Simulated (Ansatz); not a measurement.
## FeSi: point defects

The parent structure is an 8-atom supercell of FeSi (space group P2_13, No. 198; a = 4.403 Å; non-magnetic) at its relaxed geometry.

One neutral defect a cell, atoms relaxed at fixed cell.

The values are results of DFT with PBEsol, PAW potentials and a 420 eV plane-wave cutoff in Ansatz (a program for electronic structure), scalar-relativistic without spin-orbit coupling, earlier PAW set, not measurements.

| case | pressure | largest displacement of a host atom from its site in the perfect cell |
|---|---|---|
| perfect supercell | -0.1 GPa | – |
| Zn on a Si site | 7.3 GPa | 0.14 Å |
| Fe vacancy | -7.2 GPa | 0.17 Å |
| Si on a Fe site (antisite), symmetric start | 10.0 GPa | 0.19 Å |
| H interstitial (started 1.80 Å from the nearest host atom) | … | … |
| Fe on a Si site (antisite) | 0.1 GPa | 0.14 Å |

Question: Complete the table.

Answer: 
- H interstitial (started 1.80 Å from the nearest host atom), pressure: 6.6 GPa
- H interstitial (started 1.80 Å from the nearest host atom), largest displacement of a host atom from its site in the perfect cell: 0.07 Å

The magnetic state is the one reached from the starting moments; the real material's order can differ, and small cells can't hold many antiferromagnetic ones. In so small a cell the defect repeats every few ångströms: this is an ordered compound, not a dilute defect. Defects with a symmetric start kept the site's symmetry and may sit on a saddle; the others started slightly shaken. Starting moments died away, wholly or in part, for the base and Si on a Fe site (antisite); another magnetic solution may exist. Spin-polarised in the final run: Zn on a Si site, Fe vacancy, Si on a Fe site (antisite), H interstitial (started 1.80 Å from the nearest host atom) and Fe on a Si site (antisite); the other runs are not.
